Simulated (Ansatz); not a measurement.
Subject: the energy change from cell B to cell A (1 Pd replaced by Sn, in a slab cell with four atoms a plane). Reaction: cell B + Sn (white tin) → cell A + Pd (fcc). A negative value means that the right-hand side lies lower.

Cell A: a slab of Ag (fcc, Fm-3m) cut along (111), 24 atoms, hexagonal cell of 5.87 Å (29.8 Å²), symmetry P3m1 within 0.02 Å, 12.2 Å thick under 16 Å of vacuum, in-plane vectors held at the crystal's; planes from bottom to top: Ag4 × 5 | Ag3Sn; added, foreign or displaced atoms, within the planes: Sn bound to 9 Ag at 2.94–3.12 Å; spin state with PBE: run without spin, k-point mesh 9×9×1.
```
CELL_PARAMETERS angstrom
      5.86684     0.00000     0.00000
      2.93342     5.08083     0.00000
      0.00000     0.00000    27.97564
ATOMIC_POSITIONS crystal
  Ag 0.16687 0.16687 0.28609
  Ag 0.66626 0.16687 0.28609
  Ag 0.16687 0.66626 0.28609
  Ag 0.66667 0.66667 0.28632
  Ag 0.83349 0.33302 0.37148
  Ag 0.33333 0.33333 0.37146
  Ag 0.83349 0.83349 0.37148
  Ag 0.33302 0.83349 0.37148
  Ag 0.00000 0.00000 0.45686
  Ag 0.50017 0.99966 0.45648
  Ag 0.99966 0.50017 0.45648
  Ag 0.50017 0.50017 0.45648
  Ag 0.16700 0.16700 0.54191
  Ag 0.66600 0.16700 0.54191
  Ag 0.16700 0.66600 0.54191
  Ag 0.66667 0.66667 0.54252
  Ag 0.83411 0.33178 0.62777
  Ag 0.33333 0.33333 0.62754
  Ag 0.83411 0.83411 0.62777
  Ag 0.33178 0.83411 0.62777
  Sn 0.00000 0.00000 0.72182
  Ag 0.50024 0.99952 0.71410
  Ag 0.99952 0.50024 0.71410
  Ag 0.50024 0.50024 0.71410
```

Cell B: a slab of Ag (fcc, Fm-3m) cut along (111), 24 atoms, hexagonal cell of 5.87 Å (29.8 Å²), symmetry P3m1 within 0.02 Å, 11.9 Å thick under 16 Å of vacuum, in-plane vectors held at the crystal's; planes from bottom to top: Ag4 × 5 | Ag3Pd, its two faces unlike (dipole correction applied); added, foreign or displaced atoms, within the planes: Pd bound to 9 Ag at 2.81–2.94 Å; spin state with PBE: run without spin, k-point mesh 9×9×1.
```xyz
24
Lattice="5.8668 0.0000 0.0000 2.9334 5.0808 0.0000 0.0000 0.0000 27.9756" Properties=species:S:1:pos:R:3 pbc="T T T"
Ag     1.4667     0.8468     8.0341
Ag     4.4001     0.8468     8.0341
Ag     2.9334     3.3872     8.0341
Ag     5.8668     3.3872     8.0372
Ag     5.8668     1.6928    10.4181
Ag     2.9334     1.6936    10.4182
Ag     7.3343     4.2344    10.4181
Ag     4.3994     4.2344    10.4181
Ag     0.0000     0.0000    12.8009
Ag     2.9334    -0.0014    12.7973
Ag     1.4655     2.5411    12.7973
Ag     4.4014     2.5411    12.7973
Ag     1.4687     0.8480    15.1842
Ag     4.3981     0.8480    15.1842
Ag     2.9334     3.3849    15.1842
Ag     5.8668     3.3872    15.1963
Ag     5.8668     1.6931    17.5723
Ag     2.9334     1.6936    17.5739
Ag     7.3340     4.2343    17.5723
Ag     4.3997     4.2343    17.5723
Pd     0.0000     0.0000    19.8200
Ag     2.9334     0.0012    19.9477
Ag     1.4677     2.5398    19.9477
Ag     4.3991     2.5398    19.9477
```

Reference: Pd (fcc, Fm-3m), 1 atom in the cell, k-point mesh 26×26×26 on the run's own vectors. Conventional cell: a = 3.9454 Å, b = 3.9454 Å, c = 3.9454 Å, α = 90.00°, β = 90.00°, γ = 90.00°.

Reference: Sn (white tin, I4₁/amd), 2 atoms in the cell, k-point mesh 22×22×22 on the run's own vectors. Conventional cell: a = 5.9457 Å, b = 5.9457 Å, c = 3.2168 Å, α = 90.00°, β = 90.00°, γ = 90.00°.

All numbers come from Ansatz (an electronic-structure program), plane waves with PAW, its PAW set soft_1, cutoff 420 eV, 500 eV for r2SCAN. The structures are at rest with PBE, within the held lattices; other levels are single points on them. Neutral cells; Fermi-Dirac smearing of at most 0.10 eV in the solids, energies taken to zero width. The lattices are those relaxed with PBE, so at other levels the solids can be strained, which adds to the spread. Larger cells are relaxed from a start prepared with the learned potential CHGNet till forces fall under 0.03 eV/Å, which some starts already meet. A dispersion term (D3(BJ), or D4 for r2SCAN) was computed beside these levels and is taken off wherever the name lacks it. Space groups of crystals are read within 0.01 Å. Static lattices, no vibrational contributions. Cells are local rest points, mostly with their start's symmetry. The runs are scalar-relativistic, without spin-orbit coupling. Values are for these cell sizes. Cell A has symmetry P3m1 within 0.02 Å and got no random move, so less symmetric positions, which may lie lower, weren't tried. Cell B has symmetry P3m1 within 0.02 Å and got no random move, so less symmetric positions, which may lie lower, weren't tried.

What is the computed value (r2SCAN)?

-0.56 eV, for cell B + Sn (white tin) → cell A + Pd (fcc).

What do the other levels give, and how wide is the spread?


```tsv
Method	value (eV)	less r2SCAN
PBE	-0.55	0.01
```

The levels shown span only 0.01 eV, too little to tell them apart.
